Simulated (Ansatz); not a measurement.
The parent structure is ZnGeP2 in the chalcopyrite structure (space group I-42d, No. 122).

```
ZnGeP2
1.0
   -2.71210     2.71210     5.35473
    2.71210    -2.71210     5.35473
    2.71210     2.71210    -5.35473
Zn Ge P
2 2 4
Direct
  0.75000   0.25000   0.50000
  0.00000   0.00000   0.00000
  0.25000   0.75000   0.50000
  0.50000   0.50000   0.00000
  0.12667   0.12500   0.50167
  0.62333   0.62500   0.49833
  0.37500   0.87333   0.99833
  0.87500   0.37667   0.00167
```

Cartesian axes are those of the cell as printed.

All numbers come from Ansatz (a program for electronic structure) PBEsol, no SOC.

Base values:

| Quantity | Value |
|---|---|
| Hole mass | 0.096 mₑ along c, 0.33 mₑ across (at Γ) |

The change: uniaxial stress, 2 GPa compression along z, with the cell and atoms free to relax against it.

Problem. Predict the new hole mass and strain response.

Solution. The hole mass changes from 0.096 mₑ along c, 0.33 mₑ across (at Γ) to 0.099 mₑ along z, 0.32 mₑ across (at Γ); the strain response (xx, yy, zz) is (+0.74, +0.74, −2.26) %.

The levels and masses belong to the bands next to the band gap. Effective masses come from finite differences of ±0.01 Å⁻¹. Stability under load was not tested beyond the relaxation.
